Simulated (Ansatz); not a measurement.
```yaml
crystal:
  lattice:
    - [19.50000, 0.00000, 0.00000]
    - [0.00000, 19.50000, 0.00000]
    - [0.00000, 0.00000, 2.46630]
  atoms:
    - { symbol: C, position: [0.70757, 0.53658, 0.50000] }
    - { symbol: C, position: [0.69805, 0.57211, 0.00000] }
    - { symbol: C, position: [0.66148, 0.63546, 0.00000] }
    - { symbol: C, position: [0.63546, 0.66148, 0.50000] }
    - { symbol: C, position: [0.57211, 0.69805, 0.50000] }
    - { symbol: C, position: [0.53658, 0.70757, 0.00000] }
    - { symbol: C, position: [0.46342, 0.70757, 0.00000] }
    - { symbol: C, position: [0.42789, 0.69805, 0.50000] }
    - { symbol: C, position: [0.36454, 0.66148, 0.50000] }
    - { symbol: C, position: [0.33852, 0.63546, 0.00000] }
    - { symbol: C, position: [0.30195, 0.57211, 0.00000] }
    - { symbol: C, position: [0.29243, 0.53658, 0.50000] }
    - { symbol: C, position: [0.29243, 0.46342, 0.50000] }
    - { symbol: C, position: [0.30195, 0.42789, 0.00000] }
    - { symbol: C, position: [0.33852, 0.36454, 0.00000] }
    - { symbol: C, position: [0.36454, 0.33852, 0.50000] }
    - { symbol: C, position: [0.42789, 0.30195, 0.50000] }
    - { symbol: C, position: [0.46342, 0.29243, 0.00000] }
    - { symbol: C, position: [0.53658, 0.29243, 0.00000] }
    - { symbol: C, position: [0.57211, 0.30195, 0.50000] }
    - { symbol: C, position: [0.63546, 0.33852, 0.50000] }
    - { symbol: C, position: [0.66148, 0.36454, 0.00000] }
    - { symbol: C, position: [0.69805, 0.42789, 0.00000] }
    - { symbol: C, position: [0.70757, 0.46342, 0.50000] }
```

Method: PBE (plane waves to 420 eV, PAW; Ansatz, a first-principles code). Mesh 1×1×30. No spin polarisation. Periodic along z alone, with about 11 Å of vacuum beside it. A model structure. Only distortions within the start's symmetry and period were free. Buckling under compression is shut out by symmetry and the short period.

### Question
Say what this body is, and give its properties.

### Answer
(6,6) carbon nanotube. An idealised model, rolled from the flat sheet.
| Quantity | Result |
|---|---|
| mean diameter | 8.22 Å |
| energy over the flat sheet | +118 meV/atom |
| PBE gap | none (under 0.01 eV) |
| crossings of the Fermi level between Γ and the zone edge (49 points) | 2, each for both spins (ideal conductance 2 × 2e²/h) |
| work function (PBE) | 4.30 eV |
| axial stiffness dF/dε | 869 nN |
